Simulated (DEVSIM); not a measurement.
System: isotype n-n heterojunction Al0.3Ga0.7N/GaN, at 350 K.

| layer (left to right) | material | thickness (μm) | Nd (cm⁻³) | τn (s) | τp (s) |
|---|---|---|---|---|---|
| 1 | Al0.3Ga0.7N | 0.570 | 4.3e17 | 3.2e-10 | 3.2e-10 |
| 2 | GaN | 0.750 | 3.6e15 | 3.2e-10 | 3.2e-10 |

Left contact: ohmic. Right contact: ohmic. Voltage is applied to the left contact. Recombination: SRH at mid-gap, radiative, Auger. Mobility is μmin + (μ − μmin)/(1 + (N/Nref)^α).

This is a model device: material constants are rounded textbook-type values typed into the input, and sizes, dopings and lifetimes were drawn at random. Values at 300 K; Nc and Nv go as T^1.5, mobilities as T to minus their exponent, the gap by Varshni's rule with the affinity fixed.

```tsv
parameter	Al0.3Ga0.7N	GaN
gap (eV)	4.021	3.43
affinity (eV)	3.686	4.1
permittivity	9.32	9.5
Nc (cm⁻³)	2.3e18	2.3e18
Nv (cm⁻³)	4.6e19	4.6e19
μn (cm²/Vs)	444	1200
μp (cm²/Vs)	30	100
μn,min	55	55
μp,min	3	3
Nref,n	2e17	2e17
Nref,p	3e17	3e17
αn	1	1
αp	2	2
T exponent of μn	1.5	1.5
T exponent of μp	2	2
B (cm³/s)	1e-11	1e-11
Cn (cm⁶/s)	1e-30	1e-30
Cp (cm⁶/s)	1e-30	1e-30
Varshni α (eV/K)	0.00091	0.00091
Varshni β (K)	830	830
```

Simulated with DEVSIM: 1D drift-diffusion, Boltzmann statistics, complete ionisation; no tunnelling, impact ionisation, image-force lowering or self-heating. Band offsets follow the typed affinities; no thermionic-emission limit at abrupt steps, no polarisation charge.

Base results: dark forward voltage at 100 A/cm² (V) 0.459; potential step across the device at zero bias (V) 0.558.

Task: What follows from this one change: temperature 350 → 400 K?

Result: dark forward voltage at 100 A/cm² 0.459 → 0.071 V; potential step across the device at zero bias 0.558 → 0.579 V.

Task: What follows from this one change: doping Nd of layer 2 3.6e+15 → 3.6e+14 cm^-3?

Result: dark forward voltage at 100 A/cm² 0.459 → 0.536 V; potential step across the device at zero bias 0.558 → 0.628 V.

Task: What follows from this one change: constant mobility in place of the doping-dependent one?

Result: dark forward voltage at 100 A/cm² 0.459 → 0.138 V; potential step across the device at zero bias little changed (0.558 V).
